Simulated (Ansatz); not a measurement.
**Ag (Fm-3m): band-structure transport figures**

Consider the following.

```
CELL_PARAMETERS angstrom
      0.00000     2.02750     2.02750
      2.02750     0.00000     2.02750
      2.02750     2.02750     0.00000
ATOMIC_POSITIONS crystal
  Ag 0.00000 0.00000 0.00000
```

Method: PBEsol, rigid bands (plane waves, PAW, scalar-relativistic; Ansatz, a first-principles code). Geometry: cell and atoms relaxed with PBEsol.

| Quantity | Result |
|---|---|
| density of states at the Fermi level | 0.263 states/(eV·cell), both spins |
| bare Sommerfeld coefficient | 0.62 mJ/(mol of atoms·K²) |
| Drude plasma energy | 9.2 eV |
| root-mean-square Fermi velocity | 1.4e6 m/s |
| resistivity times τ | 5.8 ×10⁻²² Ω·m·s |
| resistivity times mean free path | 8.4 ×10⁻¹⁶ Ω·m² |

A metal at this level (no band gap); rigid bands, thermally averaged at 300 K, both spins. Spin-orbit coupling is left out. τ is one relaxation time for all states; the product of resistivity and mean free path takes one path for all states instead.
